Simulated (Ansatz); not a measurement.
Reference: YN (Fm-3m), r2SCAN, rigid bands (plane waves, PAW, scalar-relativistic; Ansatz, a first-principles code); axes and stresses refer to this cell.

```yaml
crystal:
  lattice:
    - [0.00000, 2.42815, 2.42815]
    - [2.42815, 0.00000, 2.42815]
    - [2.42815, 2.42815, 0.00000]
  atoms:
    - { symbol: Y, position: [0.00000, 0.00000, 0.00000] }
    - { symbol: N, position: [0.50000, 0.50000, 0.50000] }
```

* **Seebeck coefficient, p-type 1e19 cm⁻³**: 329 μV/K
* **band gap**: 0.54 eV
* **hole conductivity mass**: 0.51 mₑ

| Change | Seebeck coefficient, p-type 1e19 cm⁻³ | band gap | hole conductivity mass |
|---|---|---|---|
| biaxial stress in (001) of 6 GPa (compression positive) | 302 μV/K | 0.45 eV | 0.47 mₑ |
| hydrostatic pressure of 3 GPa (compression positive) | 328 μV/K | 0.51 eV | 0.50 mₑ |
| hydrostatic pressure of 6 GPa (compression positive) | 327 μV/K | ___ | 0.49 mₑ |
| uniaxial stress along [001] of 9 GPa (compression positive) | ___ | ___ | 0.43 mₑ |

**Question.** Fill in the missing entries.

**Answer.** 
- hydrostatic pressure of 6 GPa (compression positive), band gap: 0.48 eV
- uniaxial stress along [001] of 9 GPa (compression positive), Seebeck coefficient, p-type 1e19 cm⁻³: 246 μV/K
- uniaxial stress along [001] of 9 GPa (compression positive), band gap: 0.35 eV

Masses are for dilute carriers at 300 K, harmonic means over directions unless an axis is named. Seebeck coefficients are for the stated density at 300 K, with one relaxation time for all states and whether or not that doping can be reached. Spin-orbit coupling is left out unless a row names it. Stresses and pressures are the targets of the relaxation.  The structure type is held under load, also where the real crystal would transform.
